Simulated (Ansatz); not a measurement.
1T (CdI2-type) PtTe₂ was calculated with PBEsol (Ansatz, a quantum-chemistry and plane-wave program, PAW).

Run with plane-wave cutoff 520 eV, 18×18×12 k mesh (along the axes of the cell as run), Fermi–Dirac smearing 0.068 eV (set by the program), scalar-relativistic PAW data made under PBE.

Cell (measured lattice):

```yaml
crystal:
  lattice:
    - [4.02590, 0.00000, 0.00000]
    - [-2.01295, 3.48653, 0.00000]
    - [0.00000, 0.00000, 5.22090]
  atoms:
    - { symbol: Te, position: [0.33333, 0.66667, 0.26038] }
    - { symbol: Te, position: [0.66667, 0.33333, 0.73962] }
    - { symbol: Pt, position: [0.00000, 0.00000, 0.00000] }
```

Problem. What does this level give for the elastic constant C11, polycrystal shear modulus (Hill average), elastic constant C33, elastic constant C44, elastic constant C12, elastic constant C13 and elastic constant C66?

Solution. 
- elastic constant C11: 159 GPa
- polycrystal shear modulus (Hill average): 36.7 GPa
- elastic constant C33: 57.8 GPa
- elastic constant C44: 35.6 GPa
- elastic constant C12: 54.1 GPa
- elastic constant C13: 36.1 GPa
- elastic constant C66: 52.4 GPa

Note: the cell isn't this level's own, so it is under some stress, which shifts stiffness and frequencies.

Elastic constants are with the ions relaxed.

Spin–orbit coupling is not included.

Computed values are for the static lattice.

The result took roughly 80 core-minutes.
